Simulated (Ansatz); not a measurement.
Start from PbTe in the zinc blende structure (space group F-43m, No. 216; a = 7.3356 Å; a hypothetical phase, not in the database extracts checked).

(Cell as relaxed with PBE.)

Levels (all Ansatz, an electronic-structure program, PAW, earlier PAW set): PBE (420 eV, without spin-orbit coupling); r2SCAN (500 eV, scalar-relativistic without spin-orbit coupling).

Each level relaxes its own structure.

```
base                      PBE    r2SCAN
-------------------  --------  --------
volume per atom      49.34 Å³  48.33 Å³
lattice parameter a   7.336 Å   7.285 Å
band gap              0.64 eV   0.75 eV
```

It is then changed as follows: cell and atoms relaxed at a pressure of 7 GPa.

```csv
quantity,PBE,r2SCAN
band gap,0.11 eV,[?]
lattice parameter a,6.880 Å,[?]
```

Task: What does r2SCAN give?

Result: 
- band gap, r2SCAN: 0.22 eV
- lattice parameter a, r2SCAN: 6.861 Å

PBE's band gap lies 0.11 eV below r2SCAN's; PBE's lattice parameter a lies 0.0195 Å above r2SCAN's (0.3 %). Neither level is exact; r2SCAN is the comparison here, not a measurement.

Spin-orbit coupling, missing from the scalar runs, can matter with Pb and Te. Load acts through the strain it causes; cell and atoms are relaxed under it. No phonon test of stability was made. No other phases were tried under pressure. A zero or small gap of PbTe under pressure 7 GPa can be the functional's error rather than a property of the material.
